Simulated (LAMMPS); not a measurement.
LAMMPS 22 Jul 2025, classical MD, Tersoff (Si.tersoff): Si, 216000 atoms.

```json
{
 "task": "MD, nve",
 "potential": "Tersoff, Si.tersoff",
 "copies_of_the_repeat_unit": "30×30×30",
 "shape (slab and sphere leave vacuum in the box)": "bulk",
 "temperature": "800 K",
 "steps": "400",
 "timestep": "1 fs",
 "neighbor_skin": "2 Å",
 "neigh_modify": "every 1 delay 0 check yes",
 "thermo": "100",
 "newton": "on (default)",
 "atom_modify sort (bins of 2 Å where set)": "1000 (default)",
 "comm_style": "brick (default)",
 "box": "162.9 × 162.9 × 162.9 Å",
 "start": "generated diamond lattice, warmed in an untimed run",
 "compared_values": "energy and forces of the first step, drift over the run"
}
```

Machine: one whole node, Arm Neoverse V2, 96 cores on 1 socket, no SMT, 1 L3 cache group.

Wall times, medians of two to five repeats, each run alone on the node (launch to exit). Processes are pinned to neighbouring cores unless said otherwise. The times hold for this build (PyPI wheel: MPICH, OPENMP and OPT packages). Scratch files lie in a memory file system. A preparatory run goes ahead and isn't timed.

Measured:

```csv
cores,layout,wall time
2,2 ranks,59.6 s
8,8 ranks,15.2 s
16,16 ranks,7.71 s
32,32 ranks,3.96 s
48,48 ranks,2.76 s
64,64 ranks,2.16 s
```

Q: Fit T(p) = s + w/p to these times and predict the runs with 4 ranks and with 88 ranks. How well does the fit hold?

A: A fit of relative deviations gives s = 0.294 s and w = 119 core-seconds; it misses the rows shown by at most 1 %.

```csv
cores,layout,fit,measured,measured against fit
4,4 ranks,29.9 s,30.1 s,+1 %
88,88 ranks,1.64 s,1.71 s,+4 %
```

Efficiency, counted from 2 cores, stays above one half up to 88 cores, the most tried. The shortest time, 1.7 s, comes at 88 cores. The share that grows most is that of set-up, start and exit outside the loop: from 0.66 % of the time on 2 cores to 18 % on 88. The largest part on 88 cores, pair forces (Pair), takes 58 s on 2 and 1.3 s there.
